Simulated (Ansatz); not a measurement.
**Ag: response to strain**

The reference is Ag in the fcc (Cu type) structure (space group Fm-3m, No. 225; a = 4.104 Å; relaxed with 0.1 eV smearing).

Strains are applied to the cell and any free atomic positions relax.

Computed with DFT with r2SCAN, PAW potentials and a 500 eV plane-wave cutoff in Ansatz (a first-principles code), scalar-relativistic without spin-orbit coupling.

Notes on the quantities. energy relative to the base: free energy F.

```tsv
isotropic strain (%)	energy relative to the base (meV/atom)
0	0.0
0.5	1.2
1	4.8
1.5	10.5
2	18.2
2.5	?
3	39.1
```

### Question
Fit ΔE = Aε² + Bε³ (ε in %) to the rows shown and predict the withheld row.

### Answer
Least squares on the printed values gives A = 4.98 and B = -0.21 meV/atom (largest residual 0.0 meV/atom); this predicts 27.8 meV/atom, and the run gives 27.8 meV/atom, in agreement.

Whether these cells are dynamically stable was not tested.
